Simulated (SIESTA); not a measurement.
Band structure of Pb (Fm-3m, 1 atom in the cell).

```yaml
crystal:
  lattice:
    - [0.00000, 2.51970, 2.51970]
    - [2.51970, 0.00000, 2.51970]
    - [2.51970, 2.51970, 0.00000]
  atoms:
    - { symbol: Pb, position: [0.00000, 0.00000, 0.00000] }
```

Method: GGA PBE, numerical atomic orbitals TZP, PseudoDojo PBE standard norm-conserving potentials (rewritten from UPF to PSML) (SIESTA).

Settings: XC.functional = GGA; XC.authors = PBE; potentials = PseudoDojo PBE standard; PAO.BasisSize = TZP; PAO.EnergyShift = 0.01 Ry; MeshCutoff = 300 Ry; kgrid.MonkhorstPack = 8 8 8; OccupationFunction = FD; ElectronicTemperature = 0.1 eV; MaxSCFIterations = 150; SCF.Mixer.Method = Pulay; SCF.Mixer.Weight = 0.1; SCF.Mixer.History = 6; SCF.DM.Tolerance = 1.0E-04.

The starting cell comes from a database of computed structures (which also holds hypothetical and non-ambient phases and stackings), without a prior relaxation at this level. Its lattice was rescaled by a random factor within 2.5 % of one. Spin-orbit coupling is off. Values carry the incompleteness of an atom-centred basis.

Levels in eV from the Fermi level, bands 4 to 9:
```
point       4       5       6      7      8     9
-----  ------  ------  ------  -----  -----  ----
Γ      -17.07  -17.07  -11.35   7.11   7.11  7.11
X      -16.99  -16.99   -6.83  -3.02   2.08  2.08
W      -17.07  -16.99   -6.72  -1.23  -1.23  0.38
K      -17.07  -17.00   -6.89  -2.08  -1.08  2.93
L      -17.01  -17.01   -8.12  -3.91   5.39  5.39
U      -17.07  -17.00   -6.89  -2.08  -1.08  2.93
```

Bands cross the Fermi level along this path, so the cell is metallic at this level.

Higher empty bands are left out: an atom-centred basis made for the valence describes them poorly.
